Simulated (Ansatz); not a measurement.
Take MgS in the rock salt structure (space group Fm-3m, No. 225; a = 5.1292 Å) as the base.

Now apply this change: every lattice vector is shortened by 1.50 %; the atoms relax in the strained cell.

All numbers come from LDA (Ansatz, a quantum-chemistry and plane-wave program), without spin-orbit coupling.

Base, band edges from the VBM (valence, conduction): X -1.80, 2.65; W -2.54, 5.24; L -0.64, 4.43; Γ 0.00, 3.83; K -1.46, 3.76; U -1.46, 3.76 eV.

Problem. Give the band edges at the high-symmetry points of the new zone, measured from its valence-band maximum.

Solution. 
```tsv
point	valence edge (eV)	conduction edge (eV)
Γ	0.00	4.21
X	-1.91	2.74
U	-1.56	3.81
K	-1.56	3.81
L	-0.70	4.49
W	-2.67	5.41
```

The gap is 2.74 eV, indirect, Γ → X.

Stability against distortions was not tested.
